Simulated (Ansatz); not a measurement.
Input:

```xyz
2
Lattice="0.0078 2.6946 2.6946 2.6946 0.0078 2.6946 2.7024 2.7024 0.0000" Properties=species:S:1:pos:R:3 pbc="T T T"
Zn     0.0000     0.0000     0.0028
S      1.3512     1.3512     1.3445
```

No spin polarisation.

Calculations: r2SCAN/PAW in Ansatz (a quantum-chemistry and plane-wave program), no SOC. k-mesh 11×11×11 (Γ-centred); smearing 0.05 eV (Fermi–Dirac).

### Question
Predict the stress, gap character and electron mass.

### Answer
The stress (xx, yy, zz, yz, xz, xy; compression positive) is (0.00, 0.00, 0.00, 0.00, 0.00, -0.29) GPa and the gap character is direct at Γ. The electron mass comes out as 0.19 mₑ (at Γ).

The cells carry an imposed strain or load. Masses are band curvatures over ±0.01 Å⁻¹ around the edge. Stability against distortions was not tested. The cell was made from ZnS in the zinc blende structure (space group F-43m, No. 216) by this change: tensor shear ε_xy = +0.29 %.
